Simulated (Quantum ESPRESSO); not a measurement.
## Equation of state of fcc Cu (space group 225): energy against volume (Quantum ESPRESSO, LDA)

```
Cu
1.0
    0.00000     1.73480     1.73480
    1.73480     0.00000     1.73480
    1.73480     1.73480     0.00000
Cu
1
Direct
  0.00000   0.00000   0.00000
```

Computed with LDA (PZ), GBRV 1.5 ultrasoft (LDA) pseudopotentials (plane waves; Quantum ESPRESSO). Settings: ecutwfc = 65 Ry; ecutrho = 520 Ry; occupations = smearing; smearing = fd; degauss = 0.0036749 Ry; potentials = {Cu: cu_lda_v1.2.uspp.F.UPF}; K_POINTS = automatic 28 28 28 0 0 0; conv_thr = 1e-10 Ry. The cell above is the first row's. The rows scale it uniformly. In all rows the k mesh is held. E is the free energy at the stated smearing, counted from the lowest row.

| V (Å^3/atom) | E (meV/atom) |
|---|---|
| 10.442 | 14.22 |
| 10.669 | 3.89 |
| 10.896 | 0.00 |
| 11.123 | 1.73 |
| 11.350 | 8.53 |
| 11.577 | 19.71 |
| 11.804 | 34.79 |
| 12.031 | 53.31 |
| 12.258 | ? |

Using the third-order Birch-Murnaghan form, a cubic in V^(-2/3), estimate the missing E at V = 12.258 from the other rows, showing the fit.

With u = V^(-2/3) - 0.200, the rows have u = 0.009320, 0.006340, 0.003464, 0.000687, -0.001998, -0.004595, -0.007108, -0.009542. Least squares gives E = 3.013 - 2073.79·u + 343407·u² + 872387·u³. Residuals (row less fit): -0.001, -0.001, 0.014, -0.021, 0.010, 0.002, 0.000, 0.000; standard error 0.013 (degrees of freedom: 4). Its minimum lies at u = 0.002985, so V0 = (0.202985)^(-3/2) = 10.93. There d²E/du² = 702400 and d³E/du³ = 5234000, so B0 = (4/9) × 10.93^(-7/3) × 702400 × 0.160218 = 188 GPa (the last factor turns the table's units into GPa), and B0' = 4 + (2/3) × 0.202985 × (5234000)/702400 = 5.0. The program's pressures in the fitted runs (not shown) pass through zero at V = 10.92, 0.10 % from this V0. At the withheld row, u = -0.011901, so E = 3.013 - 2073.79 × (-0.011901) + 343407 × (-0.011901)² + 872387 × (-0.011901)³ = 74.861 meV/atom. The calculation gives 74.80 meV/atom, 0.061 meV/atom below the prediction (0.1 % of the range of E in the table). The row lies outside the fitted rows, so this is an extrapolation. From the scatter of the fitted rows alone, a prediction at this place has a standard error of 0.032 meV/atom, so the miss is 1.9 times that.

Carrying the step between the two nearest rows on in a straight line would have given 71.83, off by 2.97; series whose last step already gives the withheld value aren't shown. The scan was laid around a cell of about the measured size, scaled by a guess for this functional. Spin polarisation is off. Cutoffs and mesh are single choices, not tested for convergence of this quantity. Series with a scatter that would blur these digits, or in which a gap closes, are not shown. Nor are scans whose minimum lies at an end fitted in this form.
